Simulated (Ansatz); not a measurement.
We consider MgInGaO4 (model structure, started from the InGaZnO4 type, R3m, No. 160, 7 atoms in the cell), described by HSE06+SOC in Ansatz (PAW).

Numerical settings: plane-wave cutoff 460 eV, 8×8×8 k mesh, Fermi–Dirac smearing 0.01 eV, PAW data made under PBE.

Cell (relaxed with PBEsol):

```xyz
7
Lattice="1.6718 0.9652 8.4325 -1.6718 0.9652 8.4325 0.0000 -1.9305 8.4325" Properties=species:S:1:pos:R:3 pbc="T T T"
In     0.0000     0.0000    -0.0514
Ga     0.0000     0.0000     5.3725
Mg     0.0000     0.0000    19.8454
O      0.0000     0.0000     3.4176
O      0.0000     0.0000    22.1611
O      0.0000     0.0000     7.3001
O      0.0000     0.0000    17.8470
```

Problem. Give the computed band gap and smallest direct gap on the k points sampled.

Solution. 
band gap: 3.71 eV (on the SCF k mesh) (indirect)
smallest direct gap on the k points sampled: 3.87 eV

Note: the relaxation could raise the start's symmetry but not lower it, so the cell can be a saddle point; cell and atoms aren't relaxed at this level (largest force component 0.11 eV/Å, pressure -1.2 GPa).

The computed numbers hold no vibrational or temperature effects.

A model structure was made by putting elements into a prototype or built by hand; it is no filed structure, need not be a known phase, and can be a saddle point held by its symmetry.

Ansatz is a quantum-chemistry and plane-wave program.
